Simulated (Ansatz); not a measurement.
# SrVO3, pressure series

Take SrVO$_{3}$ in the cubic perovskite structure (space group Pm-3m, No. 221; a = 3.8407 Å; ferromagnetic) as the base.

Cell and atoms are relaxed at each pressure.

Computed with Kohn–Sham DFT with the r2SCAN functional, run in Ansatz (a quantum-chemistry and plane-wave program) with PAW and 500 eV plane waves, scalar-relativistic without spin-orbit coupling.

```
P (GPa)  V (Å³/atom)
-------  -----------
-2.00         11.449
-1.00         11.389
0.30          11.313
0.70          11.291
1.50          11.246
3.01          11.164
5.01          11.059
7.51          10.934
10.01         10.816
```

Problem. Fit a third-order Birch–Murnaghan equation of state.

Solution. Least squares on P(V) = (3B₀/2)[(V₀/V)^(7/3) − (V₀/V)^(5/3)]·[1 + (3/4)(B₀′ − 4)((V₀/V)^(2/3) − 1)] gives V₀ = 11.33 Å³/atom, B₀ = 197 GPa and B₀′ = 3.8.

Other magnetic orders, which the real material may have, were not ruled out. Load acts through the strain it causes; cell and atoms are relaxed under it. No phonon test of stability was made. No other phases were tried under pressure. No Hubbard U is applied, and correlation can decide whether such a compound is a metal.
